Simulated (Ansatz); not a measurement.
CsCl-type TiCo, treated with Hartree–Fock in Ansatz (plane waves, PAW).

The input as run:

Ansatz 0.2 input:
```yaml
crystal:
  lattice:
    - [3.0272667798, 0.0, 0.0]
    - [0.0, 3.0272667798, 0.0]
    - [0.0, 0.0, 3.0272667798]
  atoms:
    - { symbol: Ti, position: [0.0, 0.0, 0.0] }
    - { symbol: Co, position: [0.5, 0.5, 0.5] }
basis:
  ecutwfc: 460
  ecutrho_ratio: 4
  xc_grid: 2
kpoints:
  mp_grid: { grid: [10, 10, 10] }
hamiltonian:
  xc: hf
  dispersion: none
  pseudopotentials: { kind: paw }
scf:
  occupations: { method: fermi_dirac, width: 0.05 }
  convergence: { dr2_threshold: 0.0000000002 }
output:
  forces: true
  stress: true
  eigenvalues: true
```

The run printed, among other lines:

```
WARN output.stress: scf.exx.energy_threshold = 1e-6 eV is looser than the 2e-8 eV advised for a stress under a hybrid functional (1e-8 eV for each atom of the …
Crystal: 2 atoms, lattice volume = 27.743 Å³
Basis set: ecut = 460 eV, 619 PW (Γ), exchange–correlation on 48×48×48 points (8 copies of the dense FFT grid, shifted against one another)
Bands: 19, of which v1, the nominal top of the filled ones, is band 15 counted from 1 (14 counted from 0)
Symmetry: 48 space group operations
Space group: Pm-3m (ITA 221), of the structure as read, at distance tolerance 3.0e-5 Å
k-points: 56 of 1000
Functional: x = pbe(κ = 0.804, μ = 0.2195149727645171), c = none, warm-up for x = 0 pbe(κ = 0.804, μ = 0.2195149727645171) + 1 exact, c = none
SCF iter   1: F=—  HF=-7565.761742 eV  |F-HF|=—  |Δ(HF+E_count)|=         —  Δρ=1.33e-2  dr2=2.36e-2
SCF iter   2: F=—  HF=-7565.759698 eV  |F-HF|=—  |Δ(HF+E_count)|=   2.04e-3  Δρ=6.20e-3  dr2=9.84e-3
  ...
SCF 1 converged in 8 iterations: F = -7565.759840 eV  dr2 = 5.95e-11
Crystal: 2 atoms, lattice volume = 27.743 Å³
Initial density: handed on by an earlier stage of this run
Functional: x = 0 pbe(κ = 0.804, μ = 0.2195149727645171) + 1 exact, c = none
  ...
Crystal: 2 atoms, lattice volume = 27.743 Å³
SCF 21 converged in 7 iterations: F = -7558.013807 eV  dr2 = 1.43e-10
Crystal: 2 atoms, lattice volume = 27.743 Å³
SCF 22 converged in 7 iterations: F = -7558.050832 eV  dr2 = 7.40e-11
Crystal: 2 atoms, lattice volume = 27.743 Å³
SCF 23 converged in 6 iterations: F = -7558.066875 eV  dr2 = 3.22e-11
Crystal: 2 atoms, lattice volume = 27.743 Å³
SCF 24 converged in 6 iterations: F = -7558.074089 eV  dr2 = 8.10e-12
Crystal: 2 atoms, lattice volume = 27.743 Å³
SCF 25 converged in 6 iterations: F = -7558.077410 eV  dr2 = 3.51e-12
Crystal: 2 atoms, lattice volume = 27.743 Å³
SCF 26 converged in 6 iterations: F = -7558.078964 eV  dr2 = 1.02e-12
Crystal: 2 atoms, lattice volume = 27.743 Å³
Crystal: 2 atoms, lattice volume = 27.743 Å³
Crystal: 2 atoms, lattice volume = 27.743 Å³
SCF iter   5: F=—  HF=-7558.080377 eV  |F-HF|=—  |Δ(HF+E_count)|=  1.47e-10  Δρ=8.96e-7  dr2=2.43e-10
SCF iter   6: F=-7558.080377 eV  HF=-7558.080377 eV  |F-HF|=7.28e-12  |Δ(HF+E_count)|=  3.55e-11  Δρ=2.00e-7  dr2=1.11e-11
SCF 29 converged in 6 iterations: F = -7558.080377 eV  dr2 = 1.11e-11
Free energy (F): -7558.080377 eV
Internal energy: -7558.079276 eV  (E = F + TS)
E sigma→0 (E₀):  -7558.079827 eV
Fermi energy:    18.780248 eV
--- Forces (eV/Å), atoms counted from 1 ---
  atom   1  Ti    -0.00000000    -0.00000000    -0.00000000
  atom   2  Co     0.00000000    -0.00000000    -0.00000000
--- Stress (GPa, compression-positive) ---
        6.219388       0.000000       0.000000
       -0.000000       6.219388       0.000000
        0.000000       0.000000       6.219388
  P = ⅓ Tr σ = 6.2194 GPa (62.194 kbar)
```

The cell is one volume of an energy–volume scan, off the minimum.

The PAW data were made under PBE.

Note: the run has no spin polarisation, so it can have missed a magnetic state.

Computing time: about 12 core-minutes (a rough figure).

Ansatz is an electronic-structure program.
